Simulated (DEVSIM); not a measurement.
Device: abrupt Si n-p junction, at 350 K.

```
layer (left to right)  material  thickness (μm)  Nd (cm⁻³)  Na (cm⁻³)  τn (s)  τp (s)
---------------------  --------  --------------  ---------  ---------  ------  ------
1                            Si           0.160     1.5e18          -  6.2e-7  6.2e-7
2                            Si            2.60          -     1.6e15  6.2e-7  6.2e-7
```

Left contact: ohmic. Right contact: ohmic. Voltage is applied to the left contact. Recombination: SRH at mid-gap, radiative, Auger. Mobility is μmin + (μ − μmin)/(1 + (N/Nref)^α).

The device is made up for the run: typed textbook-type constants, with dimensions and the other settings drawn at random. Values at 300 K; Nc and Nv go as T^1.5, mobilities as T to minus their exponent, the gap by Varshni's rule with the affinity fixed.

| parameter | Si |
|---|---|
| gap (eV) | 1.124 |
| affinity (eV) | 4.05 |
| permittivity | 11.7 |
| Nc (cm⁻³) | 2.86e19 |
| Nv (cm⁻³) | 3.1e19 |
| μn (cm²/Vs) | 1417 |
| μp (cm²/Vs) | 470 |
| μn,min | 52 |
| μp,min | 45 |
| Nref,n | 9.7e16 |
| Nref,p | 2.2e17 |
| αn | 0.68 |
| αp | 0.72 |
| T exponent of μn | 2.3 |
| T exponent of μp | 2.2 |
| B (cm³/s) | 4.7e-15 |
| Cn (cm⁶/s) | 2.8e-31 |
| Cp (cm⁶/s) | 9.9e-32 |
| Varshni α (eV/K) | 0.000473 |
| Varshni β (K) | 636 |

Simulated with DEVSIM: 1D drift-diffusion, Boltzmann statistics, complete ionisation; no tunnelling, impact ionisation, image-force lowering or self-heating.

**Question.** Tabulate band edges, carrier densities and field at zero bias.

**Answer.** Energies count from the Fermi level of the right contact; mesh points crowd at the junctions.

```
x (μm)   Ec (eV)  Ev (eV)  n (cm⁻³)  p (cm⁻³)  field (V/cm)
-------  -------  -------  --------  --------  ------------
0.000      0.096   -1.015    1.5e18     95000           ≈ 0
0.01408    0.096   -1.015    1.5e18     95000           ≈ 0
0.03582    0.096   -1.015    1.5e18     95000           ≈ 0
0.06435    0.096   -1.015    1.5e18     95000           ≈ 0
0.1107     0.096   -1.015    1.5e18     95000           ≈ 0
0.1349     0.096   -1.015    1.5e18     95000           100
0.1533     0.102   -1.009    1.2e18    120000         16000
0.1706     0.179   -0.932    9.6e16   1500000         35000
0.1946     0.238   -0.872    1.3e16     1.1e7         20000
0.2310     0.301   -0.809    1.6e15     8.7e7         16000
0.2963     0.397   -0.714    6.9e13     2.1e9         14000
0.4407     0.569   -0.542    2.3e11    6.2e11         10000
0.6491     0.727   -0.384     1.2e9    1.1e14          5100
0.9661     0.799   -0.311     1.1e8    1.3e15           590
1.700      0.806   -0.305     8.9e7    1.6e15           ≈ 0
2.114      0.806   -0.305     8.9e7    1.6e15           ≈ 0
2.386      0.806   -0.305     8.9e7    1.6e15           ≈ 0
2.538      0.806   -0.305     8.9e7    1.6e15           ≈ 0
2.660      0.806   -0.305     8.9e7    1.6e15           ≈ 0
2.707      0.806   -0.305     8.9e7    1.6e15           ≈ 0
2.737      0.806   -0.305     8.9e7    1.6e15           ≈ 0
2.760      0.806   -0.305     8.9e7    1.6e15           ≈ 0
```
